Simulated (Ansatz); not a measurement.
Reference: BaZn (Pm-3m), PBEsol, DFPT electron-phonon coupling, linearised Boltzmann equation (plane waves, PAW, scalar-relativistic; Ansatz, a program for electronic structure); geometry: relaxed with this functional, without spin-orbit coupling.

```
CELL_PARAMETERS angstrom
      3.98326     0.00000     0.00000
      0.00000     3.98326     0.00000
      0.00000     0.00000     3.98326
ATOMIC_POSITIONS crystal
  Ba 0.00000 0.00000 0.00000
  Zn 0.50000 0.50000 0.50000
```

- resistivity at 300 K: 24 μΩ·cm

Q: Swap Ba for Sc, keeping the structure type. How do these values move?

A: ScZn (Pm-3m): volume per atom 31.6 to 18.0 Å³; resistivity at 300 K stays about the same (24 μΩ·cm to 26 μΩ·cm).

Q: Replace Ba by Lu on the same sites and relax. What happens?

A: LuZn (Pm-3m): volume per atom 31.6 to 20.2 Å³; resistivity at 300 K rises (24 μΩ·cm to 30 μΩ·cm).

Q: Swap Ba for Y, keeping the structure type. How do these values move?

A: YZn (Pm-3m): volume per atom 31.6 to 21.8 Å³; resistivity at 300 K rises (24 μΩ·cm to 67 μΩ·cm).

Moves up to 13 % count as about the same. Metals; harmonic phonons alone scatter; means over directions. Halving the electron mesh moves these values by up to 9 %; q meshes are mostly untested. Spin-orbit coupling is left out.

Formula and space group known from diffraction (Crystallography Open Database), not checked to be the room-temperature form: LuZn (Pm-3m), ScZn (Pm-3m), YZn (Pm-3m). Computed structure with no diffraction record at hand here (it may be known, metastable or hypothetical): BaZn (Pm-3m). The missing spin-orbit coupling matters most for LuZn (Pm-3m).
